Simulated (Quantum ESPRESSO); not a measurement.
Worked example: self-consistent single point of Cd₃Ge (I4/mmm, 4 atoms in the cell) in Quantum ESPRESSO.

Method: PBEsol, GBRV 1.5 ultrasoft (PBESOL) pseudopotentials (plane waves; Quantum ESPRESSO).

```yaml
crystal:
  lattice:
    - [-2.23378, 2.23378, 4.63448]
    - [2.23378, -2.23378, 4.63448]
    - [2.23378, 2.23378, -4.63448]
  atoms:
    - { symbol: Cd, position: [0.75000, 0.25000, 0.50000] }
    - { symbol: Cd, position: [0.25000, 0.75000, 0.50000] }
    - { symbol: Cd, position: [0.50000, 0.50000, 0.00000] }
    - { symbol: Ge, position: [0.00000, 0.00000, 0.00000] }
```

Reference input (self-consistent single point, DFT, PBEsol, plane waves, GBRV 1.5 ultrasoft (PBESOL) pseudopotentials): ecutwfc = 50 Ry; ecutrho = 250 Ry; occupations = smearing; smearing = marzari-vanderbilt; degauss = 0.0036749 Ry; potentials = {Cd: cd_pbesol_v1.uspp.F.UPF, Ge: ge_pbesol_v1.4.uspp.F.UPF}; K_POINTS = automatic 7 7 7 1 1 1; conv_thr = 1e-11 Ry; mixing_beta = 0.3. This run's input differs from it in these lines:

```diff
@@ -19,3 +19,3 @@
 &electrons
-   conv_thr = 1.0e-11
+   conv_thr = 7.3e-04
    mixing_beta = 0.3
```

Output, abridged:

```
     Self-consistent Calculation

     iteration #  1     ecut=    50.00 Ry     beta= 0.30

     negative rho (up, down):  6.421E-02 0.000E+00

     total energy              =    -556.56515505 Ry
     estimated scf accuracy    <       0.58468527 Ry

     iteration #  2     ecut=    50.00 Ry     beta= 0.30

     negative rho (up, down):  6.390E-02 0.000E+00

     total energy              =    -556.58876120 Ry
     estimated scf accuracy    <       0.07960043 Ry

     iteration #  3     ecut=    50.00 Ry     beta= 0.30

     negative rho (up, down):  6.432E-02 0.000E+00

     total energy              =    -556.60387098 Ry
     estimated scf accuracy    <       0.00482511 Ry

     iteration #  4     ecut=    50.00 Ry     beta= 0.30

     negative rho (up, down):  6.489E-02 0.000E+00
     End of self-consistent calculation

     the Fermi energy is     9.7210 ev

!    total energy              =    -556.60469654 Ry
     estimated scf accuracy    <       0.00062140 Ry
     smearing contrib. (-TS)   =      -0.00002228 Ry
     internal energy E=F+TS    =    -556.60467426 Ry

     convergence has been achieved in   4 iterations

     negative rho (up, down):  6.489E-02 0.000E+00

     Forces acting on atoms (cartesian axes, Ry/au):

     atom    1 type  1   force =     0.00000000    0.00000000   -0.00000000
   [... zero for the other atoms too ...]

     Total force =     0.000000     Total SCF correction =     0.000000

     negative rho (up, down):  6.489E-02 0.000E+00
          total   stress  (Ry/bohr**3)                   (kbar)     P=       -5.05
  -0.00003738   0.00000000   0.00000000           -5.50        0.00        0.00
   0.00000000  -0.00003738   0.00000000            0.00       -5.50        0.00
   0.00000000   0.00000000  -0.00002817            0.00        0.00       -4.14

   JOB DONE.
```

The run converged in 4 iterations. Against the reference run the free energy hardly moves (within 1 meV/atom) and the pressure goes from -6.05 to -0.50 GPa.

The starting cell comes from a database of computed structures (which also holds hypothetical and non-ambient phases and stackings), without a prior relaxation at this level. Its lattice was rescaled by a random factor within 2.5 % of one.

Cost on one core of a shared machine: roughly 60 s.
